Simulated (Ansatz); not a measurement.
Start from AlN (space group Pm-3n, No. 223; a = 5.3437 Å; a hypothetical phase, not in the database extracts checked). Axes: x, y, z lie along the cube axes.

Level of theory: Kohn–Sham DFT with the PBEsol functional, run in Ansatz (a quantum-chemistry and plane-wave program) with PAW and 420 eV plane waves, no spin-orbit coupling.

Base values:

The valence-band top at Γ is 0.00, 0.00, 0.00 eV and the shortest interatomic distance comes out as 1.889 Å. The electron mass is 0.33 mₑ (at Γ).

The change: tensile biaxial strain of 0.96 % in the plane normal to [001], as in epitaxy on a mismatched substrate; the out-of-plane cell vector and the atoms relax.

Task: What does the calculation give for the valence-band top at Γ after the change?

Result: The valence-band top at Γ (three highest levels, from the VBM) becomes 0.00, -0.24, -0.24 eV (base: 0.00, 0.00, 0.00 eV).

Task: Predict the new shortest interatomic distance.

Result: The shortest interatomic distance increases by 0.007 Å (1.889 Å → 1.896 Å).

Task: How does this affect the electron mass?

Result: The electron mass goes from 0.33 mₑ (at Γ) to 0.32 mₑ (at Γ).

Task: What happens to the out-of-plane strain?

Result: The out-of-plane strain comes out as -0.37 %.

The levels and masses belong to the bands next to the band gap. Effective masses come from finite differences of ±0.01 Å⁻¹. Stability against distortions was not tested.
